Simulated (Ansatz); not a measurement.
The starting structures come from a database of crystals and need not be the phases stable at ambient conditions.

 Where the default PAW files enter, the runs use the earlier of Ansatz's two default sets.

# Evanescent states of K3SbS4 (I-43m, not sure to be the ambient phase, 8 atoms a cell, 29.2 Å³ an atom) along the normal of (110)

Calculation: PBEsol (plane waves, PAW; Ansatz, a first-principles code).

The gap is the functional's own. No spin-orbit coupling. Mid-gap values are interpolated on the energy grid.

Energies count from the valence-band top; κ is the least over a 6×6 mesh across the current.

| E (eV) | κ (1/Å) | where |
|---|---|---|
| 0.06 | 0.132 | off Γ |
| 0.17 | 0.182 | Γ |
| 0.28 | 0.197 | Γ |
| 0.39 | 0.209 | Γ |
| 0.49 | 0.218 | Γ |
| 0.60 | 0.225 | Γ |
| 0.71 | 0.230 | Γ |
| 0.82 | 0.233 | Γ |
| 0.94 | 0.235 | Γ |
| 1.04 | 0.234 | Γ |
| 1.16 | 0.233 | Γ |
| 1.26 | 0.229 | Γ |
| 1.38 | 0.224 | Γ |
| 1.49 | 0.216 | Γ |
| 1.59 | 0.206 | Γ |
| 1.71 | 0.192 | Γ |
| 1.81 | 0.174 | Γ |
| 1.93 | 0.149 | Γ |
| 2.04 | 0.110 | Γ |

Question: How thick must the barrier be to attenuate the transmission by 10^8 when the electrodes' Fermi level lies at 0.17 eV, and what attenuation does that film give at 1.81 eV?

Answer: d = 8 ln 10 / (2 × 0.182) = 50.6 Å. At 1.81 eV it gives 8 × 0.174/0.182 = 7.6 decades.
